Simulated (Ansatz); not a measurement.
## WC, response to strain

Start from WC (space group P-6m2, No. 187; a = 2.913 Å, c = 2.835 Å; relaxed with 0.1 eV smearing). Axes: x lies along a and z along c of the hexagonal cell.

Strains are applied to the cell and any free atomic positions relax; under biaxial strain the out-of-plane vector relaxes too.

Computed with r2SCAN, PAW, 500 eV (Ansatz, a program for electronic structure; scalar-relativistic without spin-orbit coupling).

| change | shortest interatomic distance | out-of-plane strain |
|---|---|---|
| base | 2.199 Å | – |
| biaxial strain +0.50 %, plane normal [001], relaxed out of plane | 2.204 Å | -0.17 % |
| biaxial strain +1.00 %, plane normal [001], relaxed out of plane | 2.209 Å | -0.34 % |
| biaxial strain +1.50 %, plane normal [001], relaxed out of plane | 2.214 Å | -0.50 % |
| biaxial strain +2.00 %, plane normal [001], relaxed out of plane | 2.219 Å | -0.66 % |
| biaxial strain +2.50 %, plane normal [001], relaxed out of plane | 2.224 Å | -0.82 % |
| biaxial strain +3.00 %, plane normal [001], relaxed out of plane | 2.230 Å | -0.97 % |

Stability against distortions was not tested. The final runs are not spin-polarised.
